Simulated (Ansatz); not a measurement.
ZnGeP2 under a change: P on a Zn site (antisite)

Start from a 24-atom supercell of ZnGeP2 in the chalcopyrite structure (space group I-42d, No. 122; a = 5.4242 Å, c = 10.7095 Å) at its relaxed geometry.

Now apply this change: a neutral P on a Zn site (antisite), atoms relaxed at fixed cell, starting from a slightly rattled geometry.

The values are results of Ansatz (a quantum-chemistry and plane-wave program) PBEsol, without spin-orbit coupling, not measurements. Γ-centred 4×4×4 mesh, Fermi–Dirac width 0.01 eV.

```json
[
 {"quantity": "pressure", "base": "0.0 GPa", "changed": "0.7 GPa", "shift": "+0.7 GPa"},
 {"quantity": "gap of the supercell", "base": "1.12 eV", "changed": "zero", "shift": "–"},
 {"quantity": "total moment of the cell", "base": "–", "changed": "0.0 μB", "shift": "–"},
 {"quantity": "shift of the substituted atom off its lattice site", "base": "–", "changed": "0.34 Å", "shift": "–"}
]
```

The magnetic state is the one reached from the starting moments; the real material's order can differ, and small cells can't hold many antiferromagnetic ones. The cell is small, so the values are those of an ordered compound at a high defect concentration; dilute-limit values will differ. The mesh was chosen for an insulator and is coarse for the gapless case. Seeded moments were not kept for P on a Zn site (antisite). The defect cell is spin-polarised and ends with 0.0 μB.
